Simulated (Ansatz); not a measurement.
Model glasses of amorphous TiO2, 59 to 67 atoms (Ti20O40 before any change). Each row is one cell at a composition chosen by hand, melted whole on the CHGNet potential with the anions pushed apart under 1.9 Å, quenched within some picoseconds, far faster than a real film, and relaxed with PBE, scalar-relativistic without spin-orbit coupling (plane waves to 420 eV, PAW; Ansatz, a quantum-chemistry and plane-wave program). Each is the lower in DFT energy of 2 quenches. Cycles of charging and discharging were tried on the cells ahead of these points, and a cell that came back lower was taken. The column on the box says what of it was relaxed with the atoms; held means as the quench left it. Cells that kept moments or hold spare charge are left out.

At the relaxed places, the spacing of the highest filled and the lowest empty level was computed at the zone centre with PBE and with r2SCAN, without spin polarisation. A level counts as spread where PBE shares it among more than a fifth of the atoms; else the element of the atom with the largest weight is named. Formal charges balance in every cell (each cation at its usual highest valence, Cu and Ag at +1, Sb at +3, H at +1, O at −2, N at −3, F and Cl at −1). r2SCAN ran with plane waves to 500 eV. Where a level is localised, the spacing isn't the band gap.

```tsv
cell	change	box	highest filled on	lowest empty on	spacing, PBE (eV)	spacing, r2SCAN (eV)
Ti20O37N2	+2 N, −3 O	held	N	spread	2.19	2.47
Ti20O39Cl2	+2 Cl, −1 O	shape	Cl	Ti	2.25	2.59
Ti20O39F2	+2 F, −1 O	volume	O	Ti	2.36	withheld
Ti20O41Mg	+1 Mg, +1 O	shape	O	spread	2.48	2.82
Ti20O45Nb2	+2 Nb, +5 O	held	O	Ti	2.58	2.93
Ti20O43Al2	+2 Al, +3 O	held	O	spread	2.58	2.91
Ti20O42Zr	+2 O, +1 Zr	volume and shape	O	spread	2.79	3.15
```

Q: Fit a straight line of the last column on the one before it through the 6 full rows, and predict the withheld value for Ti20O39F2.

A: Means: x = 2.478, y = 2.812. Slope = Σ(Δx Δy) / Σ(Δx²) = 0.2766 / 0.2531 = 1.093; intercept = 2.812 − (1.093) × 2.478 = 0.104 eV; r.m.s. residual 0.017 eV. Prediction: 0.104 + (1.093) × 2.36 = 2.68 eV. The run gave 2.69 eV, a miss of 0.01 eV, within the residual.
